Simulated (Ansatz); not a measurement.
# How the band gap of LaB3C3 (model structure, started from the SrB3C3 type, Pm-3n, No. 223, 14 atoms in the cell) moves with the method

No measured value is used here.

```tsv
level (code)	value (eV)
LDA (Ansatz)	0.72
PBE+SOC (Ansatz)	0.65 (indirect)
PBEsol+SOC (Ansatz)	0.60 (indirect)
r²SCAN+SOC (Ansatz)	0.76 (indirect)
HSE06 (Ansatz)	1.31
```

Computed values are for a static lattice. Levels without +SOC have no spin–orbit coupling; where heavier elements are present it shifts gaps, mostly down, and can invert bands.  PBE+SOC, PBEsol+SOC, r²SCAN+SOC: the gap is read on the k mesh or supercell of the run alone and can be too large. Values are at the PBEsol cell. Cutoffs and k meshes differ between the levels. Ansatz's density-functional and Hartree–Fock values are scalar-relativistic unless marked +SOC, with PAW data made under PBE.

A model structure was made by putting elements into a prototype or built by hand; it is no filed structure, need not be a known phase, and can be a saddle point held by its symmetry.

Ansatz is a program for electronic structure.
